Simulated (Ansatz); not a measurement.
The reference is C (space group I4/mmm, No. 139; a = 4.356 Å, c = 2.499 Å; a model cell, its experimental status unchecked).

All numbers come from Ansatz (an electronic-structure program) PBEsol, no SOC.

Before the change:

- Band gap: 2.27 eV
- Width of the top valence band: 5.83 eV
- Gap character: indirect, M → Γ–Z (41 % along)

The change: cell and atoms relaxed at a pressure of 5 GPa.

Q: What happens to the band gap?

A: The band gap shrinks by 0.03 eV to 2.24 eV.

Q: What does the calculation give for the width of the top valence band after the change?

A: The width of the top valence band increases by 0.09 eV (5.83 eV → 5.92 eV).

Q: How does this affect the gap character?

A: The gap character is still indirect, M → Γ–Z (41 % along).

Load acts through the strain it causes; cell and atoms are relaxed under it. Stability against distortions was not tested. No other phases were tried under pressure. This is not the structure that C has at room temperature and ambient pressure.
